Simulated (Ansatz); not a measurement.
Start from FeB (space group I4_1/amd, No. 141; ferromagnetic; a cell from a computed database, its experimental status unchecked).

```yaml
crystal:
  lattice:
    - [-1.44883, 1.44883, 7.40548]
    - [1.44883, -1.44883, 7.40548]
    - [1.44883, 1.44883, -7.40548]
  atoms:
    - { symbol: Fe, position: [0.80425, 0.80425, 0.00000] }
    - { symbol: Fe, position: [0.55425, 0.05425, 0.50000] }
    - { symbol: Fe, position: [0.94575, 0.44575, 0.50000] }
    - { symbol: Fe, position: [0.19575, 0.19575, 0.00000] }
    - { symbol: B, position: [0.33944, 0.33944, 0.00000] }
    - { symbol: B, position: [0.08944, 0.58944, 0.50000] }
    - { symbol: B, position: [0.41056, 0.91056, 0.50000] }
    - { symbol: B, position: [0.66056, 0.66056, 0.00000] }
```

Cartesian axes are those of the cell as printed.

Computed with PBEsol (Ansatz, a program for electronic structure, PAW, without spin-orbit coupling).

Strains are applied to the cell and any free atomic positions relax; under biaxial strain the out-of-plane vector relaxes too.

One change was made to it. Results:

The largest site moment decreases by 0.199 μB to 1.12 μB; the pressure (mean of the normal stresses, compression positive) goes from zero to 52.7 GPa.

Question: What was done to the base?
(A) isotropic strain −0.97 %
(B) isotropic strain −4.24 %
(C) biaxial strain +1.25 %, plane normal [001], relaxed out of plane
(D) isotropic strain −5.18 %

Answer: B, isotropic strain −4.24 %. For comparison, the pressure in the other runs: isotropic strain −0.97 % gives 9.6 GPa; isotropic strain −5.18 % gives 68.9 GPa; biaxial strain +1.25 %, plane normal [001], relaxed out of plane gives -4.4 GPa.

Other magnetic orders, which the real material may have, were not ruled out. Without a gap, meshes like the base's 14×14×14 leave anisotropic stresses uncertain by several tenths of a GPa, and small strain energies with them. Stability against distortions was not tested.
